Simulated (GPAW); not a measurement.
Band structure of ScGe2 (Cmcm, 6 atoms in the cell).

```yaml
crystal:
  lattice:
    - [1.92894, -7.54614, 0.00000]
    - [1.92894, 7.54614, 0.00000]
    - [0.00000, 0.00000, 3.79182]
  atoms:
    - { symbol: Sc, position: [0.89685, 0.10315, 0.75000] }
    - { symbol: Sc, position: [0.10315, 0.89685, 0.25000] }
    - { symbol: Ge, position: [0.55544, 0.44456, 0.75000] }
    - { symbol: Ge, position: [0.44456, 0.55544, 0.25000] }
    - { symbol: Ge, position: [0.25212, 0.74788, 0.75000] }
    - { symbol: Ge, position: [0.74788, 0.25212, 0.25000] }
```

Level of theory: LDA (Perdew-Wang 92), GPAW PAW datasets LDA (gpaw-data 1.0.1) (plane waves; GPAW).

Settings: mode = pw; ecut = 850 eV; xc = LDA; kpts = 4 4 4; mesh shift (steps) = 0 0 0; occupations.name = methfessel-paxton; occupations.width = 0.136 eV; occupations.order = 0; nbands = -14; convergence.density = 1e-05 e/electron; symmetry.symmorphic = false; symmetry.tolerance = 0.0005; maxiter = 100; bandpath_npoints = 40.

The starting cell comes from a database of computed structures (which also holds hypothetical and non-ambient phases and stackings), without a prior relaxation at this level.

Levels in eV from the Fermi level, bands 16 to 23:
| point | 16 | 17 | 18 | 19 | 20 | 21 | 22 | 23 |
|---|---|---|---|---|---|---|---|---|
| Γ | -1.39 | -1.39 | -1.16 | -0.51 | 0.65 | 2.20 | 2.40 | 2.42 |
| X | -1.84 | -0.16 | -0.06 | 0.70 | 0.85 | 1.16 | 1.69 | 1.71 |
| S | -1.24 | -0.70 | 0.03 | 0.80 | 0.83 | 1.04 | 1.41 | 1.70 |
| R | -2.70 | -2.27 | -2.27 | -1.08 | -1.08 | 2.87 | 2.87 | 3.07 |
| A | -2.53 | -2.40 | -2.40 | -1.06 | -1.06 | 2.83 | 2.83 | 3.04 |
| Z | -0.93 | -0.19 | -0.19 | 0.99 | 0.99 | 1.21 | 1.21 | 2.42 |
| Y | -1.40 | -1.13 | -0.75 | -0.06 | 0.91 | 2.10 | 2.17 | 2.31 |
| X1 | -1.84 | -0.16 | -0.06 | 0.70 | 0.85 | 1.16 | 1.69 | 1.71 |
| A1 | -2.53 | -2.40 | -2.40 | -1.06 | -1.06 | 2.83 | 2.83 | 3.04 |
| T | -1.89 | -0.75 | -0.75 | 0.40 | 0.40 | 0.98 | 0.98 | 2.81 |

Bands cross the Fermi level along this path, so the cell is metallic at this level.
